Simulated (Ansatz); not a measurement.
PbTe, carrier doping

The parent structure is PbTe in the rock salt structure (space group Fm-3m, No. 225; a = 6.534 Å).

Carriers are added at fixed cell with a uniform background; the Fermi–Dirac width is that of 300 K.

Calculations: Kohn–Sham DFT with the r2SCAN functional, run in Ansatz (a first-principles code) with PAW and 500 eV plane waves, without spin-orbit coupling.

Notes on the quantities. Fermi level from band edge: Fermi level relative to the doped band's edge (positive inside the band; to 0.05 eV).

```json
[
 {"case": "undoped", "Fermi level from band edge": "–", "gap between the host's bands": "1.09 eV"},
 {"case": "electrons 5.0×10^20 cm⁻³", "Fermi level from band edge": "+0.25 eV", "gap between the host's bands": "1.08 eV"},
 {"case": "electrons 1.5×10^21 cm⁻³", "Fermi level from band edge": "+0.40 eV", "gap between the host's bands": "1.07 eV"},
 {"case": "electrons 3.0×10^21 cm⁻³", "Fermi level from band edge": "+0.50 eV", "gap between the host's bands": "1.05 eV"},
 {"case": "electrons 7.0×10^21 cm⁻³", "Fermi level from band edge": "+0.70 eV", "gap between the host's bands": "1.00 eV"},
 {"case": "holes 5.0×10^20 cm⁻³", "Fermi level from band edge": "+0.20 eV", "gap between the host's bands": "1.10 eV"},
 {"case": "holes 1.5×10^21 cm⁻³", "Fermi level from band edge": "+0.30 eV", "gap between the host's bands": "1.11 eV"},
 {"case": "holes 3.0×10^21 cm⁻³", "Fermi level from band edge": "+0.40 eV", "gap between the host's bands": "1.14 eV"},
 {"case": "holes 7.0×10^21 cm⁻³", "Fermi level from band edge": "+0.50 eV", "gap between the host's bands": "1.22 eV"}
]
```

Carriers are added with a uniform compensating background; total energy and stress of such cells depend on the potential's zero and are not compared; many-body gap narrowing is missing at this level. With Pb and Te present, leaving out spin-orbit coupling can change the band edges. Stability against distortions was not tested.
